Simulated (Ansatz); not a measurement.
Base system: Si in the diamond structure (space group Fd-3m, No. 227; a = 5.4443 Å).

Level of theory: Kohn–Sham DFT with the r2SCAN functional, run in Ansatz (a program for electronic structure) with PAW and 500 eV plane waves, spin-orbit coupling left out.

Strains are applied to the cell and any free atomic positions relax.

One change was made to it. Results:

The band gap falls by 0.084 eV to 0.69 eV; the smallest direct gap increases by 0.02 eV to 2.76 eV; the hole mass (degenerate bands, along [100]) becomes 0.19, 0.24, 0.24 mₑ (at Γ) (base: 0.17, 0.25, 0.25 mₑ (at Γ)).

Task: What was done to the base?
A) isotropic strain −2.50 %
B) isotropic strain −1.50 %
C) isotropic strain −3.00 %
D) isotropic strain −0.50 %

Result: B, isotropic strain −1.50 %. For comparison, the band gap in the other runs: isotropic strain −3.00 % gives 0.60 eV; isotropic strain −0.50 % gives 0.75 eV; isotropic strain −2.50 % gives 0.63 eV.

Masses are band curvatures over ±0.01 Å⁻¹ around the edge. Stability against distortions was not tested.
